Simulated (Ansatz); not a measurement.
Sc₄N₃O (model structure, Pm-3m, No. 221, 8 atoms in the cell), treated with r²SCAN (Ansatz, an electronic-structure program, PAW).

Run with plane-wave cutoff 560 eV, 12×12×12 k mesh, Fermi–Dirac smearing 0.05 eV, scalar-relativistic PAW data made under PBE.

Cell (relaxed at this level):

```yaml
crystal:
  lattice:
    - [4.47769, 0.00000, 0.00000]
    - [0.00000, 4.47769, 0.00000]
    - [0.00000, 0.00000, 4.47769]
  atoms:
    - { symbol: Sc, position: [0.00000, 0.50000, 0.50000] }
    - { symbol: Sc, position: [0.00000, 0.00000, 0.00000] }
    - { symbol: Sc, position: [0.50000, 0.50000, 0.00000] }
    - { symbol: Sc, position: [0.50000, 0.00000, 0.50000] }
    - { symbol: O, position: [0.50000, 0.50000, 0.50000] }
    - { symbol: N, position: [0.50000, 0.00000, 0.00000] }
    - { symbol: N, position: [0.00000, 0.50000, 0.00000] }
    - { symbol: N, position: [0.00000, 0.00000, 0.50000] }
```

Estimate the bulk modulus B0 that the calculation returns.


- bulk modulus B0: 210 GPa

The run finds no gap.

Note: the bulk modulus is −V dP/dV from two relaxed cells at ±2 % in volume; the relaxation could raise the start's symmetry but not lower it, so the cell can be a saddle point.

Static lattice: no zero-point or thermal effects.

A model structure was made by putting elements into a prototype or built by hand; it is no filed structure, need not be a known phase, and can be a saddle point held by its symmetry.
